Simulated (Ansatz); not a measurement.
The starting structures come from a database of crystals and need not be the phases stable at ambient conditions.

Tunnelling through a barrier is set by its complex band structure: the current falls as exp(−2κd) with the smallest κ.

Here is the system:

```
CaS
1.0
    4.03387     0.00000     0.00000
   -2.01693     3.49343     0.00000
    2.01693     1.16448     3.29364
Ca S
1 1
Direct
  0.00000   0.00000   0.00000
  0.00000   0.50000   0.50000
```

Space group of this cell: Fm-3m, rock salt. The cell is taken as given; by PBEsol its mean pressure is -2.2 GPa.

Transport runs along the normal of the first two printed cell vectors, the (111) plane of the conventional cell.

The gap is the functional's own, uncorrected, and κ follows it; spin-orbit coupling is left out. Mid-gap values are interpolated between the computed energies.

**Question.** Compute, with PBEsol in Ansatz (a quantum-chemistry and plane-wave program), the band gap and the smallest decay constant κ at mid-gap.

**Answer.** Gap 2.25 eV on a 10×10×10 mesh; κ = 0.226 1/Å, at the zone centre.
